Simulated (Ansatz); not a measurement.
The parent structure is TiAl (space group P4/mmm, No. 123; a = 2.8127 Å, c = 4.0616 Å; relaxed with 0.1 eV smearing).

All numbers come from Ansatz (an electronic-structure program), r2SCAN, PAW, cutoff 500 eV, without spin-orbit coupling.

Strains are applied to the cell and any free atomic positions relax.

One change was made to it. Results:

The energy grows by 53 meV/atom; the pressure (mean of the normal stresses, compression positive) goes from zero to 13.1 GPa.

Task: Which change produced these results?
A. isotropic strain −1.00 %
B. isotropic strain −0.50 %
C. isotropic strain −2.00 %
D. isotropic strain −2.50 %
E. isotropic strain −3.00 %

Result: E, isotropic strain −3.00 %. For comparison, the energy relative to the base in the other runs: isotropic strain −2.00 % gives +23 meV/atom; isotropic strain −0.50 % gives +1.4 meV/atom; isotropic strain −1.00 % gives +5.6 meV/atom; isotropic strain −2.50 % gives +37 meV/atom.

No phonon test of stability was made. The final runs are not spin-polarised.
